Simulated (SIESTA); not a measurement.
A self-consistent single point of Bi (R-3m, 2 atoms in the cell) with SIESTA.

Method of the run: GGA PBEsol, numerical atomic orbitals DZP, PseudoDojo PBEsol standard norm-conserving potentials (rewritten from UPF to PSML) (SIESTA).

```
CELL_PARAMETERS angstrom
      4.14499    -2.26363     0.00000
      4.14499     2.26363     0.00000
      2.90880     0.00000     3.72073
ATOMIC_POSITIONS crystal
  Bi 0.23824 0.23824 0.23824
  Bi 0.76600 0.76600 0.76600
```

Reference input (self-consistent single point, DFT, GGA PBEsol, numerical atomic orbitals DZP, PseudoDojo PBEsol standard norm-conserving potentials (rewritten from UPF to PSML)): XC.functional = GGA; XC.authors = PBEsol; potentials = PseudoDojo PBEsol standard; PAO.BasisSize = DZP; PAO.EnergyShift = 0.01 Ry; MeshCutoff = 400 Ry; kgrid.MonkhorstPack = 8 8 8; OccupationFunction = MP; OccupationMPOrder = 0; ElectronicTemperature = 1160.45 K; MaxSCFIterations = 150; SCF.Mixer.Method = Pulay. This run's input differs from it in these lines:

```diff
@@ -27,9 +27,8 @@
 %block kgrid.MonkhorstPack
-    8   0   0  0.0
-    0   8   0  0.0
-    0   0   8  0.0
+   13   0   0  0.0
+    0  13   0  0.0
+    0   0  13  0.0
 %endblock kgrid.MonkhorstPack
-OccupationFunction           MP
-OccupationMPOrder            0
-ElectronicTemperature        1160.45 K
+OccupationFunction           FD
+ElectronicTemperature        232.09 K
```

Log, with long lists cut:

```
        iscf     Eharris(eV)        E_KS(eV)     FreeEng(eV)     dDmax    Ef(eV) dHmax(eV)
   scf:    1    -4445.564141    -4443.027822    -4443.028010  0.496053 -3.105949  2.819602
   scf:    2    -4443.291723    -4443.163482    -4443.163661  0.033953 -3.201486  2.015938
   scf:    3    -4443.389948    -4443.296041    -4443.296248  0.068826 -3.436929  0.072353
   scf:    4    -4443.297531    -4443.296988    -4443.297199  0.003955 -3.442947  0.050780
   scf:    5    -4443.297098    -4443.297069    -4443.297278  0.002476 -3.433101  0.021528
   scf:    6    -4443.297104    -4443.297090    -4443.297298  0.000854 -3.434323  0.002936
   scf:    7    -4443.297090    -4443.297090    -4443.297298  0.000080 -3.434194  0.001035
   scf:    8    -4443.297090    -4443.297090    -4443.297298  0.000037 -3.434124  0.000033
   scf:    9    -4443.297090    -4443.297090    -4443.297298  0.000001 -3.434123  0.000016
SCF Convergence by DM+H criterion
max |DM_out - DM_in|         :     0.0000006442
max |H_out - H_in|      (eV) :     0.0000157687
SCF cycle converged after 9 iterations

Using DM_out to compute the final energy and forces

siesta: E_KS(eV) =            -4443.2971

siesta: E_KS - E_eggbox =     -4443.2971

siesta: Atomic forces (eV/Ang):
     1    0.120788   -0.000000    0.040130
     2   -0.125401   -0.000000   -0.041662
   Tot   -0.004613   -0.000000   -0.001533
   Max    0.125401
   Res    0.074901    sqrt( Sum f_i^2 / 3N )
   Max    0.125401    constrained

Stress tensor Voigt[x,y,z,yz,xz,xy] (kbar):        0.66       -1.68       -1.42       -0.00        0.78       -0.00
(Free)E + p*V (eV/cell)    -4443.2618
Target enthalpy (eV/cell)    -4443.2973

siesta: Program's energy decomposition (eV):
siesta: FreeEng =     -4443.297298

   [... lines left out ...]
siesta:     0.000411    0.000000    0.000485
siesta:    -0.000000   -0.001049   -0.000000
siesta:     0.000485   -0.000000   -0.000888

siesta: Cell volume =         69.820990 Ang**3

siesta: Pressure (static):
siesta:                Solid            Molecule  Units
siesta:           0.00000554          0.00004754  Ry/Bohr**3
siesta:           0.00050854          0.00436522  eV/Ang**3
siesta:           0.81477566          6.99384995  kBar
```

The run converged in 9 iterations. Against the reference run the free energy goes up by 4.7 meV/atom, the pressure moves little (0.04 to 0.08 GPa) and the largest force goes from 0.072 to 0.132 eV/Å.

The starting cell has typed, rounded lattice constants, without a prior relaxation at this level. Its lattice was rescaled by up to half a per cent. One atom was moved a little off its site on purpose. Values carry the incompleteness of an atom-centred basis.

Cost on one core of a shared machine: roughly 50 s.
